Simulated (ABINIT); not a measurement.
Worked example: self-consistent single point of RbMg₆Zr (Amm2, 8 atoms in the cell) in ABINIT.

Method of the run: PBEsol, PAW (JTH v2.0 PBE PAW, files made for PBE) (plane waves; ABINIT).

The change in words: lattice scaled by 0.98. Reference geometry:
```
RbMg6Zr
1.0
    5.25008     0.00000     0.00000
    0.00000     3.42191     5.82810
    0.00000    -3.42191     5.82810
Rb Mg Zr
1 6 1
Direct
  0.50000   0.58578   0.58578
  0.00000   0.93877   0.40149
  0.00000   0.40149   0.93877
  0.00000   0.40094   0.40094
  0.50000   0.60530   0.07648
  0.50000   0.07648   0.60530
  0.50000   0.07528   0.07528
  0.00000   0.91594   0.91594
```

Reference input (self-consistent single point, DFT, PBEsol, plane waves, PAW (JTH v2.0 PBE PAW, files made for PBE)): pseudos = [Rb.GGA_PBE-JTH.xml, Mg.GGA_PBE-JTH.xml, Zr.GGA_PBE-JTH.xml]; ecut = 20 Ha; pawecutdg = 40 Ha; pawxcdev = 0; ixc = -116133; occopt = 3; tsmear = 0.00367493 Ha; ngkpt = 4 3 3; nshiftk = 1; shiftk = 0 0 0; potentials = JTH v2.0 PBE PAW; nband = 52. This run's input differs from it in these lines:

```diff
@@ -5,5 +5,5 @@
 rprim
-         5.2500800000    0.0000000000    0.0000000000
-         0.0000000000    3.4219100000    5.8281000000
-         0.0000000000   -3.4219100000    5.8281000000
+         5.1450780000    0.0000000000    0.0000000000
+         0.0000000000    3.3534720000    5.7115380000
+         0.0000000000   -3.3534720000    5.7115380000
 natom 8
```

Output (repeated stretches shortened):

```
--- !BeginCycle
solver: {iscf: 17, nstep: 80, nline: 4, wfoptalg: 10, }
tolerances: {tolvrs: 1.00E-12, }
...

     iter   Etot(hartree)      deltaE(h)  residm     nres2
 ETOT  1  -448.86413046640    -4.489E+02 5.679E+00 1.467E+01
 ETOT  2  -452.46694777746    -3.603E+00 1.605E-02 9.986E+00
 ETOT  3  -452.43901605432     2.793E-02 6.400E-03 2.038E+00
 ETOT  4  -452.43804671565     9.693E-04 1.359E-03 1.342E+00
 ETOT  5  -452.43492779344     3.119E-03 1.411E-03 1.095E-01
   [... 8 lines left out ...]
 ETOT 14  -452.43448035983     3.376E-11 3.075E-05 6.315E-10
 ETOT 15  -452.43448035983    -7.390E-13 2.272E-05 1.874E-10
 ETOT 16  -452.43448035983    -9.095E-13 1.267E-05 1.828E-11
 ETOT 17  -452.43448035983     1.819E-12 1.355E-05 6.544E-13
 At SCF step   17       nres2   =  6.54E-13 < tolvrs=  1.00E-12 =>converged.

 Cartesian components of stress tensor (hartree/bohr^3)
  sigma(1 1)= -4.47980029E-05  sigma(3 2)=  0.00000000E+00
  sigma(2 2)= -2.05306693E-05  sigma(3 1)=  0.00000000E+00
  sigma(3 3)= -2.79512767E-05  sigma(2 1)=  0.00000000E+00

 ----iterations are completed or convergence reached----

 reduced coordinates (array xred) for    8 atoms
       0.500000000000      0.585780000000      0.585780000000
       0.000000000000      0.938770000000      0.401490000000
       0.000000000000      0.401490000000      0.938770000000
       0.000000000000      0.400940000000      0.400940000000
       0.500000000000      0.605300000000      0.076480000000
       0.500000000000      0.076480000000      0.605300000000
   [... lines left out ...]
 Fermi (or HOMO) energy (eV) =   4.39231   Average Vxc (eV)=  -8.77887
   [... lines left out ...]
'-kT*entropy'       : -7.16825483567388E-03
total_energy        : -4.52434480723507E+02
total_energy_eV     : -1.23113683264671E+04
...

-Cartesian components of stress tensor (GPa)         [Pressure=  9.1480E-01 GPa]
- sigma(1 1)= -1.31800253E+00  sigma(3 2)=  0.00000000E+00
- sigma(2 2)= -6.04033043E-01  sigma(3 1)=  0.00000000E+00
- sigma(3 3)= -8.22354815E-01  sigma(2 1)=  0.00000000E+00

 Calculation completed.
```

The run converged in 17 iterations. Against the reference run the free energy stays essentially unchanged (within 1 meV/atom), the pressure goes from -1.19 to 0.91 GPa and the largest force goes from 0.082 to 0.125 eV/Å.

The starting cell comes from a database of computed structures (which also holds hypothetical and non-ambient phases and stackings), without a prior relaxation at this level. For this run, on top of that: lattice scaled by 0.98. The potentials were made for another functional than the one used.

Cost on one core of a shared machine: roughly 7 min.
